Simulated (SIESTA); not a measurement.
# SIESTA run on Os (P6_3/mmc, 4 atoms in the cell): self-consistent single point

Method of the run: SIESTA with GGA PBE, numerical atomic orbitals DZP, PseudoDojo PBE standard norm-conserving potentials (rewritten from UPF to PSML).

The input file:

```
# files in the folder: Os.psml (PseudoDojo PBE standard)
SystemName  Os
SystemLabel siesta

NumberOfAtoms                4
NumberOfSpecies              1
%block ChemicalSpeciesLabel
  1 76 Os
%endblock ChemicalSpeciesLabel
LatticeConstant              1.0 Bohr
%block LatticeVectors
     5.184323783    0.000000000    0.000000000
    -2.592161892    4.489754946    0.000000000
     0.000000000    0.000000000   16.680593605
%endblock LatticeVectors
AtomicCoordinatesFormat      Bohr
%block AtomicCoordinatesAndAtomicSpecies
     0.000000000    0.000000000    0.000000000  1
     0.000000000    0.000000000    8.340296802  1
    -0.000002592    2.993171461    4.170148401  1
     2.592164484    1.496583485   12.510445204  1
%endblock AtomicCoordinatesAndAtomicSpecies

XC.functional                GGA
XC.authors                   PBE
PAO.BasisSize                DZP
PAO.EnergyShift              0.01 Ry
MeshCutoff                   300 Ry
%block kgrid.MonkhorstPack
    9   0   0  0.0
    0   9   0  0.0
    0   0   3  0.0
%endblock kgrid.MonkhorstPack
OccupationFunction           MP
OccupationMPOrder            0
ElectronicTemperature        0.1 eV

MaxSCFIterations             150
SCF.Mixer.Method             Broyden
SCF.Mixer.Weight             0.1
SCF.Mixer.History            6
SCF.DM.Tolerance             1.0E-04
Diag.ParallelOverK           true
WriteForces                  true
Charge.Mulliken              end
```

The program printed (abridged):

```
reinit: Reading from file input.fdf

reinit: System Name: Os
reinit: System Label: siesta

coor:   Atomic-coordinates input format  =     Cartesian coordinates
coor:                                            (in Bohr units)

siesta: Atomic coordinates (Bohr) and species
siesta:      0.00000   0.00000   0.00000  1        1
siesta:      0.00000   0.00000   8.34030  1        2
siesta:     -0.00000   2.99317   4.17015  1        3
siesta:      2.59216   1.49658  12.51045  1        4

siesta: System type = bulk

initatomlists: Number of atoms, orbitals, and projectors:      4    76   128

siesta: ******************** Simulation parameters ****************************
redata: Spin configuration                          = none
redata: Time-Reversal Symmetry                      = T
redata: Number of Atomic Species                    =        1
redata: Mesh Cutoff                                 =   300.0000 Ry
redata: Net charge of the system                    =     0.0000 |e|
redata: Min. number of SCF Iter                     =        0
redata: Max. number of SCF Iter                     =      150
redata: SCF convergence failure will abort job
redata: SCF mix quantity                            = Hamiltonian
redata: Mix DM or H after convergence               =   F
redata: Recompute H after scf cycle                 =   F
redata: Mix DM in first SCF step                    =   T
redata: No kicks to SCF
redata: DM Mixing Weight for Kicks                  =     0.5000
redata: Require Harris convergence for SCF          =   F
redata: Harris energy tolerance for SCF             =     0.000100 eV
redata: Require DM convergence for SCF              =   T
redata: DM tolerance for SCF                        =     0.000100
redata: Require EDM convergence for SCF             =   F
redata: EDM tolerance for SCF                       =     0.001000 eV
redata: Require H convergence for SCF               =   T
   [... lines left out ...]
diag: Used triangular part                          = Lower
diag: Absolute tolerance                            =  0.100E-15
diag: Orthogonalization factor                      =  0.100E-05
diag: Memory factor                                 =  1.0000

superc: Internal auxiliary supercell:     7 x     7 x     3  =     147
superc: Number of atoms, orbitals, and projectors:    588  11172  18816

                        Single-point calculation

superc: Internal auxiliary supercell:     7 x     7 x     3  =     147
superc: Number of atoms, orbitals, and projectors:    588  11172  18816

outcell: Unit cell vectors (Ang):
        2.743426    0.000000    0.000000
       -1.371713    2.375876    0.000000
        0.000000    0.000000    8.826990

outcell: Cell vector modules (Ang)   :    2.743426    2.743425    8.826990
outcell: Cell angles (23,13,12) (deg):     90.0000     90.0000    120.0000
outcell: Cell volume (Ang**3)        :     57.5347
new_DM -- step:     1
Initializing Density Matrix...

Attempting to read DM from file... Failed...
DM filled with atomic data:

InitMesh: MESH = 30 x 30 x 96 = 86400
InitMesh: Mesh cutoff (required, used) =   300.000   326.903 Ry

stepf: Methfessel-Paxton step function
       Using Hermite-Gauss polynomials of order  0
        iscf     Eharris(eV)        E_KS(eV)     FreeEng(eV)     dDmax    Ef(eV) dHmax(eV)
   scf:    1   -10988.965779   -11006.388888   -11006.408666  0.973515 -1.384252  6.037433
   scf:    2   -11008.593110   -11007.516811   -11007.536686  0.067774 -1.618220  4.959850
   scf:    3   -11011.130680   -11009.791571   -11009.811096  0.291167 -2.728746  0.360866
   scf:    4   -11009.797578   -11009.795849   -11009.815646  0.011829 -2.773332  0.070422
   scf:    5   -11009.795963   -11009.796206   -11009.815921  0.001990 -2.777099  0.044316
   scf:    6   -11009.797217   -11009.796743   -11009.816268  0.005102 -2.785910  0.028351
   scf:    7   -11009.796951   -11009.796858   -11009.816328  0.001279 -2.782333  0.009267
   scf:    8   -11009.796866   -11009.796863   -11009.816335  0.000289 -2.781931  0.005782
   scf:    9   -11009.796840   -11009.796853   -11009.816338  0.000223 -2.782672  0.001721
   scf:   10   -11009.796842   -11009.796847   -11009.816338  0.000081 -2.782868  0.001410
   scf:   11   -11009.796840   -11009.796844   -11009.816338  0.000040 -2.782953  0.000794
SCF Convergence by DM+H criterion
max |DM_out - DM_in|         :     0.0000396012
max |H_out - H_in|      (eV) :     0.0007935943
SCF cycle converged after 11 iterations

Using DM_out to compute the final energy and forces

siesta: E_KS(eV) =           -11009.7968

siesta: E_KS - E_eggbox =    -11009.7968

siesta: Atomic forces (eV/Ang):
     1    0.000000   -0.000000    0.000013
     2    0.000000   -0.000000   -0.000013
     3   -0.000032    0.000020    0.000070
     4    0.000032   -0.000020   -0.000070
   Tot    0.000000   -0.000000   -0.000000
   Max    0.000070
   Res    0.000033    sqrt( Sum f_i^2 / 3N )
   Max    0.000070    constrained

Stress tensor Voigt[x,y,z,yz,xz,xy] (kbar):       61.15       61.24       53.80       -0.00       -0.00        0.08
(Free)E + p*V (eV/cell)   -11011.9254
Target enthalpy (eV/cell)   -11009.8163

siesta: Program's energy decomposition (eV):
siesta: Ebs     =     -2101.009558
siesta: Eions   =     14745.704028
siesta: Ena     =      2200.167154
siesta: Ekin    =      3037.088007
siesta: Enl     =       609.530025
siesta: Eso     =         0.000000
siesta: Edftu   =         0.000000
siesta: DEna    =       131.347502
siesta: DUscf   =         3.312598
siesta: DUext   =         0.000000
siesta: Ex      =     -2100.961291
siesta: Ec      =      -144.576809
siesta: Exc     =     -2245.538100
siesta: Eharris =    -11009.796840
siesta: Etot    =    -11009.796844
siesta: FreeEng =    -11009.816338

siesta: Stress tensor (static) (eV/Ang**3):
siesta:     0.038170    0.000048   -0.000000
siesta:     0.000048    0.038225   -0.000000
siesta:    -0.000000   -0.000000    0.033578

siesta: Cell volume =         57.534674 Ang**3

siesta: Pressure (static):
siesta:                Solid            Molecule  Units
siesta:          -0.00039925         -0.00039923  Ry/Bohr**3
siesta:          -0.03665744         -0.03665564  eV/Ang**3
siesta:         -58.73168630        -58.72880889  kBar

mulliken: Atomic and Orbital Populations:

Species: Os
Atom  Qatom  Qorb
               5s      6s      6s      5py     5pz     5px     6py     6pz
               6px     5dxy    5dyz    5dz2    5dxz    5dx2-y2 5dxy    5dyz
               5dz2    5dxz    5dx2-y2
   1 16.004   1.913   0.949  -0.150   1.966   1.959   1.966   0.330   0.346
              0.330   1.358   1.385   1.325   1.385   1.358  -0.080  -0.087

             -0.083  -0.087  -0.080
   2 16.004   1.913   0.949  -0.150   1.966   1.959   1.966   0.330   0.346
              0.330   1.358   1.385   1.325   1.385   1.358  -0.080  -0.087

             -0.083  -0.087  -0.080
   3 15.996   1.914   0.925  -0.133   1.965   1.962   1.965   0.343   0.333
              0.343   1.337   1.360   1.367   1.360   1.337  -0.071  -0.073

             -0.095  -0.073  -0.071
   4 15.996   1.914   0.925  -0.133   1.965   1.962   1.965   0.343   0.333
              0.343   1.337   1.360   1.367   1.360   1.337  -0.071  -0.073

             -0.095  -0.073  -0.071

mulliken: Qtot =       64.000

Mulliken Atomic Populations:
Atom #   charge [q] valence [e]  Species
     1    -0.004111   16.004111  Os
     2    -0.004090   16.004090  Os
     3     0.004103   15.995897  Os
     4     0.004099   15.995901  Os
 Total     0.000000
```

The run converged in 11 iterations.

The starting cell was generated: these elements placed on a structure prototype, without a prior relaxation; it need not be a known phase or ordering of this composition. Its lattice was rescaled by a random factor within 2.5 % of one. Spin polarisation is off. Values carry the incompleteness of an atom-centred basis. With a pressure of about -6 GPa the cell is away from its equilibrium volume at this level.
